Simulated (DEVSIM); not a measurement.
Device: p-channel Ge planar bulk MOSFET with Al2O3, at 300 K.

* **Gate length**: 65 nm
* **Source drain length**: 52 nm
* **Dielectric thickness**: 3.1 nm
* **Lateral straggle**: 3.1 nm
* **Underlap**: 0 nm
* **Junction depth**: 32.9 nm
* **Substrate depth**: 303 nm
* **Gate work function**: 4.6 eV
* **Source and drain doping**: 4.8e19 cm⁻³, Gaussian tails under the gate
* **Body doping**: 6.8e17 cm⁻³
* **Lifetime**: 2e-8 s
* **Supply**: 1.2 V

All mobilities are scaled by 0.3; velocity saturation, μ/(1 + (μE/vsat)^b)^(1/b) with b = 2 for electrons and 1 for holes and E the electric field along each mesh edge, is on. Mobility is μmin + (μ − μmin)/(1 + (N/Nref)^α).

This is a model device: material constants are rounded textbook-type values typed into the input, and sizes, dopings and lifetimes were drawn at random. Values at 300 K.

Ge: gap (eV) 0.664, affinity (eV) 4, permittivity 16, Nc (cm⁻³) 1.04e19, Nv (cm⁻³) 6e18, μn (cm²/Vs) 3900, μp (cm²/Vs) 1900, μn,min 150, μp,min 100, Nref,n 2.6e17, Nref,p 4e17, αn 0.56, αp 0.6, vsat,n (cm/s) 6.5e6, vsat,p (cm/s) 6e6. Al2O3: gap (eV) 6.8, affinity (eV) 1.35, permittivity 9.

Model (solved in DEVSIM): 2D drift-diffusion, Boltzmann statistics, complete ionisation; no quantum confinement, tunnelling, impact ionisation, self-heating, contact resistance or fringe fields beside the gate. Metal contacts follow the ideal Schottky-Mott rule: no Fermi-level pinning, no interface dipoles.

Transfer curves, |Id| in μA/μm:

```tsv
Vg (V)	Vd = -0.05 V	Vd = -1.2 V
0.36	6.977e-6	0.0008174
0.3	2.802e-5	0.002366
0.24	0.0001275	0.007466
0.18	0.0006282	0.02570
0.12	0.003259	0.09652
0.06	0.01744	0.3868
0	0.09429	1.583
-0.06	0.4975	6.005
-0.12	2.330	17.55
-0.18	8.069	39.08
-0.24	18.65	68.99
-0.3	31.90	104.9
-0.36	45.66	145.5
-0.42	59.03	189.5
-0.48	71.65	236.3
-0.54	83.45	285.3
-0.6	94.46	336.0
-0.66	104.6	388.3
-0.72	114.1	441.7
-0.78	122.8	496.2
-0.84	131.0	551.5
-0.9	138.5	607.6
-0.96	145.6	664.3
-1.02	152.1	721.7
-1.08	158.2	779.5
-1.14	163.9	837.7
-1.2	169.3	896.3
```

Task: Work out the subthreshold swing at low drain bias from the rows at 0.06 and 0 V, and compare it with the thermal limit.

Result: log10(0.09429/0.01744) = 0.733 over 60.0 mV, so S = 81.9 mV/decade. The limit kT/q ln 10 is 59.5 mV/decade; the ratio is 1.38. This is the steepest step of the table.

Task: Find both thresholds at the constant current 0.1 μA × (1 μm/L) a micrometre, and the DIBL.

Result: The current is 1.54 μA/μm. Interpolating ln Id gives -0.104 V and 0.001 V; their difference over the 1.15 V of drain bias is 91 mV/V.

Source and drain are degenerate, where Boltzmann statistics are only rough. The electric field that drives the saturation includes the junctions' built-in field, which lowers the mobility there even at small currents: subthreshold currents come out too low, a known weakness of this choice.
